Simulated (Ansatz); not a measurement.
Seebeck coefficient (μV/K, mean over directions) of p-type SnO2 (P4_2/mnm) against carrier density, PBE, rigid bands (Ansatz, a quantum-chemistry and plane-wave program). Computed gap 1.02 eV; densities at which minority carriers matter at this gap, or further valleys turn the trend, are left out. Conductivity mass 1.60 mₑ (harmonic mean over directions), N_v = 5.0e19 cm⁻³ at 300 K.

```tsv
hole density	300 K	500 K
1e16 cm⁻³	[?]	1015
1e17 cm⁻³	745	817
1e18 cm⁻³	547	618
3e18 cm⁻³	452	524
1e19 cm⁻³	350	421
3e19 cm⁻³	[?]	328
1e20 cm⁻³	167	230
3e20 cm⁻³	99	151
1e21 cm⁻³	52	87
```

Question: Complete the blanks.

Answer: 
- 1e16 cm⁻³, 300 K: 943
- 3e19 cm⁻³, 300 K: 259

Rigid bands with a gap fixed in temperature, one relaxation time for all states, no polarons or phonon drag, and whether or not such doping can be reached. Spin-orbit coupling is left out; where it splits the top of the valence band, N_v and the p-type Seebeck coefficient come out somewhat high without it. Geometry: cell and atoms relaxed with PBEsol.
